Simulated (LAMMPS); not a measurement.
Crystal growth and melting at the (110) interface of Si (diamond structure) with its melt.

Level of theory: classical MD, pair style sw, file Si.sw; code LAMMPS.

| T (K) | speed | direction |
|---|---|---|
| 1180 | 9.0 ± 0.3 m/s | the crystal grows |
| 1350 | 15.9 ± 0.4 m/s | the crystal grows |
| 1520 | 14.9 ± 0.5 m/s | the crystal grows |

Measured melting point: 1687 K (Wikipedia, Melting points of the elements (data page)).

Errors shown are sampling errors alone.
